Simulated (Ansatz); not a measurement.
Response to strain in MgO

Consider MgO in the rock salt structure (space group Fm-3m, No. 225).

```
CELL_PARAMETERS angstrom
      0.00000     2.10705     2.10705
      2.10705     0.00000     2.10705
      2.10705     2.10705     0.00000
ATOMIC_POSITIONS crystal
  Mg 0.00000 0.00000 0.00000
  O  0.50000 0.50000 0.50000
```

Cartesian axes are those of the cell as printed.

Strains are applied to the cell and any free atomic positions relax.

Method: PBEsol (Ansatz, a program for electronic structure; PAW; 420 eV plane waves; without spin-orbit coupling).

Notes on the quantities. energy relative to the base: free energy F; pressure: mean of the normal stresses, compression positive.

| case | energy relative to the base | band gap | pressure |
|---|---|---|---|
| base | 0 meV/atom | 4.62 eV | 0.01 GPa |
| tensor shear ε_xy = +0.86 % | +1.3 meV/atom | 4.55 eV | 0.02 GPa |
| tensor shear ε_xy = +2.00 % | +6.8 meV/atom | 4.45 eV | 0.08 GPa |
| tensor shear ε_xy = +0.29 % | +0.2 meV/atom | 4.60 eV | 0.01 GPa |
| tensor shear ε_xy = +1.14 % | +2.2 meV/atom | 4.53 eV | 0.03 GPa |
| tensor shear ε_xy = +0.57 % | (withheld) | 4.58 eV | 0.01 GPa |
| tensor shear ε_xy = +1.71 % | +4.9 meV/atom | (withheld) | 0.06 GPa |
| tensor shear ε_xy = +1.43 % | +3.5 meV/atom | 4.50 eV | 0.05 GPa |

**Question.** Some entries are withheld; estimate them.

**Answer.** 
- tensor shear ε_xy = +0.57 %, energy relative to the base: +0.6 meV/atom
- tensor shear ε_xy = +1.71 %, band gap: 4.48 eV

Stability against distortions was not tested.
